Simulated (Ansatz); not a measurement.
# Computed paths: Ge-vacancy pair in zinc-blende BN, charge state -2

Defect migration in zinc-blende BN: Ge-vacancy pair (Ge on one host B site, one B site vacant), charge state -2. Level of theory: PBE, PAW (plane waves to 420 eV; Ansatz, an electronic-structure program).

Settings: 64 host sites, the relaxed PBE lattice, a 2×2×2 k-point mesh shifted by half a step, smearing 0.01 eV, spin-restricted, no image-charge correction. Static, classical nuclei. The charge state is imposed; whether it is stable for some Fermi level was not computed. Forms of the defect that were not tried may lie lower.

Barriers: single points on a 3×3×3 k-point mesh shifted by half a step at the bands' geometries.

| Route | Start site over the lowest site run (eV) | Hop (Å) | Forward barrier (eV) | Backward barrier (eV) | Neighbours at the start | Neighbours at the saddle | Saddle order | Forward, on the band's own sampling (eV) |
|---|---|---|---|---|---|---|---|---|
| one B atom jumps into the vacancy from a nearby B site (Ge-vacancy distance between ideal sites 2.56 → 4.44 Å) | 0.00 | 2.44 | 3.46 | 2.94 | N at 1.47, 3 N at 1.60 Å | B at 2.07, B at 2.14; N at 1.36, N at 1.66, N at 1.92, N at 1.96, N at 2.01 Å | not checked | 3.46 |
| one B atom jumps into the vacancy from a nearby B site (Ge-vacancy distance between ideal sites 2.56 → 3.62 Å) | 0.00 | 2.47 | 3.66 | 3.08 | N at 1.48, 2 N at 1.59, N at 1.60 Å | B at 2.01, B at 2.18; N at 1.38, N at 1.78, N at 1.79, N at 1.93, N at 2.04 Å | not checked | 3.66 |

Paths come from nudged elastic bands with a climbing image.   A further band (Ge and the vacancy change places (Ge-vacancy distance between ideal sites 2.56 Å throughout), 2.25 Å) gave 1.01 eV forward on its own sampling, 1.01 eV above the lowest site run, but a shoulder points to a second hump between its images, so it is not taken as a result.

The whole set of runs took around 2.9 core-hours (rough).
